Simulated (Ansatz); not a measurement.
## How a calculation on Hf (P6_3/mmc, 4 atoms in the cell) responds to its settings

```
CELL_PARAMETERS angstrom
      3.23658     0.00000     0.00000
     -1.61829     2.80296     0.00000
      0.00000     0.00000    10.41371
ATOMIC_POSITIONS crystal
  Hf 0.00000 0.00000 0.00000
  Hf 0.00000 0.00000 0.50000
  Hf 0.33333 0.66667 0.25000
  Hf 0.66667 0.33333 0.75000
```

Base run A: PBE, PAW files (Ansatz, a quantum-chemistry and plane-wave program), self-consistent single point.

Its settings: kpoints.mp_grid.grid = 15 15 5; hamiltonian.xc = pbe; hamiltonian.pseudopotentials = {kind: paw} (an earlier, softer set of the program's PAW files); scf.occupations.method = gaussian; scf.occupations.width = 0.2 eV.

The starting cell was generated: these elements placed on a structure prototype, without a prior relaxation; it need not be a known phase or ordering of this composition. Its lattice was rescaled by a random factor within 2.5 % of one. In the base run, with a pressure of about -4 GPa the cell is away from its equilibrium volume at this level. Ansatz's pressure includes its estimate of the finite-basis (Pulay) stress.

A dash stands where there is no value to compare (another energy zero or no entropy term, no result, no spin, no clean gap, or a mesh too coarse for one). 

Runs:
- B: hamiltonian.dispersion: default → d3bj [PBE-D3BJ]
- C: hamiltonian.dispersion: default → d3bjatm [PBE-D3BJ-ATM]
- D: hamiltonian.dispersion: default → d4 [PBE-D4]

```
run  pressure (GPa)  dispersion energy (eV/atom)
---  --------------  ---------------------------
A             -3.98                            –
B             -7.00                       -0.426
C             -6.58                       -0.395
D             -5.34                       -0.198
```

Run C against A: The pressure goes from -3.98 to -6.58 GPa.

Run B against A: The pressure goes from -3.98 to -7.00 GPa.

Run D against A: The pressure goes from -3.98 to -5.34 GPa.

Keys are those of Ansatz 0.2.
